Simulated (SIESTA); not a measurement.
## Short convergence ladders for YCu5 (P6mm, 6 atoms in the cell)

```
CELL_PARAMETERS angstrom
      4.98769     0.00000     0.00000
     -2.49385     4.31947     0.00000
      0.00000     0.00000     4.02142
ATOMIC_POSITIONS crystal
  Y  0.00000 0.00000 0.01243
  Cu 0.33333 0.66667 0.00000
  Cu 0.66667 0.33333 0.00000
  Cu 0.50000 0.00000 0.50000
  Cu 0.50000 0.50000 0.50000
  Cu 0.00000 0.50000 0.50000
```

Base method: LDA PW92, numerical atomic orbitals DZP, PseudoDojo LDA standard norm-conserving potentials (rewritten from UPF to PSML) (SIESTA 5.4.2).

Base settings: XC.functional = LDA; XC.authors = PW92; potentials = PseudoDojo LDA standard; PAO.BasisSize = DZP; PAO.EnergyShift = 0.01 Ry; MeshCutoff = 400 Ry; kgrid.MonkhorstPack = 4 4 4; OccupationFunction = FD; ElectronicTemperature = 1160.45 K; MaxSCFIterations = 150.

Core times come from one kind of shared machine, to one figure; runs under 30 s give none.

**The k-point mesh**

The second cell is the first with its lattice scaled by 0.98.

Only quantities that move along the ladder and can be compared are tabulated.

| kgrid.MonkhorstPack | free energy less the last step's (meV/atom) | energy of the compressed cell less the first (meV/atom) | pressure (GPa) | largest difference of a force vector from the last step's (eV/Å) |
|---|---|---|---|---|
| 2 2 2 | 12.51 | -39.81 | -10.53 | 0.106 |
| 3 3 3 | 44.71 | -36.58 | -10.18 | 0.010 |
| 4 4 4 | 9.85 | -38.37 | -10.49 | 0.021 |
| 5 5 5 | 4.78 | -38.06 | -10.47 | 0.016 |
| 6 6 7 | 1.17 | -38.51 | -10.56 | 0.008 |
| 10 10 11 | 0.00 | -38.46 | -10.55 | 0.000 |

Coarsest kgrid.MonkhorstPack that holds the pressure within 0.05 GPa of the last step, with all finer ones: 6 6 7; the step before is off by 0.08 GPa.

Coarsest kgrid.MonkhorstPack that holds the energy of the compressed cell less the first within 0.5 meV/atom of the last step, with all finer ones: 4 4 4; the step before is off by 1.9 meV/atom.

Coarsest kgrid.MonkhorstPack that holds the free energy within 2 meV/atom: not settled: the last two steps still differ by 1.2 meV/atom, over half the tolerance, so the ladder does not show it.

**The k-point mesh at a smearing width of 0.02 eV**

In this ladder: ElectronicTemperature = 232.09 K.

Only quantities that move along the ladder and can be compared are tabulated.

```csv
kgrid.MonkhorstPack,free energy less the last step's (meV/atom),pressure (GPa),largest difference of a force vector from the last step's (eV/Å)
3 3 3,54.11,-10.10,0.022
4 4 4,14.89,-10.57,0.014
6 6 6,5.70,-10.47,0.021
8 8 9,0.01,-10.59,0.007
12 12 13,0.00,-10.53,0.000
```

Coarsest kgrid.MonkhorstPack that holds the pressure within 0.2 GPa of the last step, with all finer ones: 4 4 4; the step before is off by 0.43 GPa.

Coarsest kgrid.MonkhorstPack that holds the forces within 0.01 eV/Å: not settled: the last two steps still differ by 0.007 eV/Å, over half the tolerance, so the ladder does not show it.

Coarsest kgrid.MonkhorstPack that holds the free energy within 0.5 meV/atom of the last step, with all finer ones: 8 8 9; the step before is off by 5.7 meV/atom.

**The k-point mesh at a smearing width of 0.3 eV**

In this ladder: ElectronicTemperature = 3481.36 K.

Only quantities that move along the ladder and can be compared are tabulated.

| kgrid.MonkhorstPack | free energy less the last step's (meV/atom) | pressure (GPa) | largest difference of a force vector from the last step's (eV/Å) | core time / last (rough) |
|---|---|---|---|---|
| 3 3 3 | 26.72 | -10.00 | 0.009 | 0.1 |
| 4 4 4 | 2.09 | -10.23 | 0.010 | 0.2 |
| 6 6 6 | 1.07 | -10.26 | 0.003 | 0.3 |
| 12 12 13 | 0.00 | -10.28 | 0.000 | 1 |

Coarsest kgrid.MonkhorstPack that holds the forces within 0.005 eV/Å: not settled: the last two steps still differ by 0.003 eV/Å, over half the tolerance, so the ladder does not show it.

Coarsest kgrid.MonkhorstPack that holds the free energy within 5 meV/atom of the last step, with all finer ones: 4 4 4, at about 0.2 of the last step's time; the step before is off by 27 meV/atom.

Coarsest kgrid.MonkhorstPack that holds the pressure within 0.1 GPa of the last step, with all finer ones: 4 4 4, at about 0.2 of the last step's time; the step before is off by 0.28 GPa.

On the base run: the starting cell comes from a database of computed structures (which also holds hypothetical and non-ambient phases and stackings), without a prior relaxation at this level. Its lattice was rescaled by up to half a per cent. One atom was moved a little off its site on purpose. Spin polarisation is off. Values carry the incompleteness of an atom-centred basis. In the base run, with a pressure of about -10 GPa the cell is away from its equilibrium volume at this level. Without a gap this mesh is coarse (it stands for a supercell whose shortest vector is 16 Å).
